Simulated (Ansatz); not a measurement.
Cost and result by functional for the adsorption energy of SiH3 on the 1x1 (110) surface of 3C silicon carbide (cut with top plane C + Si), one in a 2x2 cell, started at the site 'top C', in Ansatz (plane waves, PAW). Single points on the PBE structure, on one kind of machine; costs are rough ratios of the slab run's core time (references not counted) to the cheapest single point. r2SCAN's cost holds its higher cutoff (500 against 420 eV). Differences are taken against r2SCAN for comparison alone: no measured value is at hand, so the table doesn't rank accuracy.

Host crystal: 3C silicon carbide, with a band gap (PBE, scalar-relativistic without spin-orbit coupling).

Model: 52-atom slab, 7.7 Å thick at the start under the adsorbate (thin: gaps and levels are the slab's own), 3x3x1 mesh, Fermi-Dirac 0.01 eV, dipole correction, 24 atoms held, the rest relaxed; no symmetry held; spin-polarised, no spin-orbit, no U, no dispersion correction. The slab shows no gap over 0.04 eV on its mesh. The starting moment vanished. At the end it is bonded to C. In PBE it is, or lies within 0.03 eV of, the lowest of the starts that converged. These notes are the PBE run's. RPBE: The program's check for a lower electronic state was not made. r2SCAN: The program's check for a lower electronic state was not made. Adsorption energies are against SiH4(g) − ½ H2(g). A negative adsorption energy means that the adsorbate is more stable on the surface than in its reference.

| functional | relative cost | adsorption energy (eV) | less r2SCAN (eV) |
|---|---|---|---|
| RPBE | 1 | -0.93 | 0.32 |
| r2SCAN | 2 | -1.25 | 0.00 |
| PBE (the relaxed run's value) | – | -1.23 | 0.02 |

The values span 0.32 eV, while the single points' costs differ by a factor of roughly 2. Differences are of unrounded values.

Ansatz is an electronic-structure program.
